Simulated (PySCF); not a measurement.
PySCF 2.14.0, PBE0/def2-svpd: Al(Br)3 ([Br][Al]([Br])[Br]), 4 atoms. The geometry is a generated start, not checked to be a minimum at this level.

* **task**: energy and gradient
* **method**: pbe0
* **basis**: def2-svpd
* **mol.max_memory**: 7000 MB
* **mf.init_guess**: minao (default)
* **mf.DIIS**: CDIIS (default)
* **mf.diis_space**: 8 (default)
* **mf.conv_tol**: 1e-09 (default)
* **mf.grids.level**: 3 (default)
* **basis functions (reference run)**: 147
* **grid points (reference run)**: 80456

```xyz
4

Al    -0.0014    -0.0011     0.0009
Br    -1.8086    -1.3300    -0.0696
Br    -0.0227     1.9825    -1.0503
Br     1.8327    -0.6514     1.1190
```
Charge 0, spin multiplicity 1.

The reference run uses exact four-centre integrals. Each setting ran once; only counts and results are compared.

Settings tried, all else as in the reference:
- density fitting of J alone, exact K
- density fitting, auxbasis = def2-universal-jfit
- density fitting
- density fitting, auxbasis = autoaux

Task: Which of these stay within 0.10 meV/atom in energy, 1.0 meV/Å in forces (largest component) of the reference run?

Result: Within it: density fitting, auxbasis = autoaux. At the edge (between 0.75 and 1.33 times the tolerance): density fitting. Outside: density fitting of J alone, exact K; density fitting, auxbasis = def2-universal-jfit.

```tsv
setting	energy against the reference	difference in forces (largest component)
density fitting, auxbasis = autoaux	−0.023 meV/atom	0.26 meV/Å
density fitting	−0.11 meV/atom	0.18 meV/Å
density fitting of J alone, exact K	−0.54 meV/atom	0.066 meV/Å
density fitting, auxbasis = def2-universal-jfit	+110000 meV/atom	590 meV/Å
```

Total energies are compared; such shifts often cancel in part in energy differences. def2-universal-jfit is made for Coulomb alone and misses functions that exchange needs. Also tried and not ranked: density fitting, auxbasis = def2-universal-jkfit (same energy as a listed run); COSX exchange (sgx_fit, pjs) with fitted J, mf.with_df.grids_level_i = 1, mf.with_df.grids_level_f = 1 (gradient came out as NaN); COSX exchange (sgx_fit, pjs) with fitted J, mf.with_df.grids_level_i = 1, mf.with_df.grids_level_f = 2 (default) (gradient came out as NaN); COSX exchange (sgx_fit, pjs) with fitted J, mf.with_df.grids_level_i = 1, mf.with_df.grids_level_f = 3 (gradient came out as NaN); COSX exchange (sgx_fit, pjs) with fitted J, mf.with_df.grids_level_i = 1, mf.with_df.grids_level_f = 4 (gradient came out as NaN). The tolerance is a choice made for this comparison.
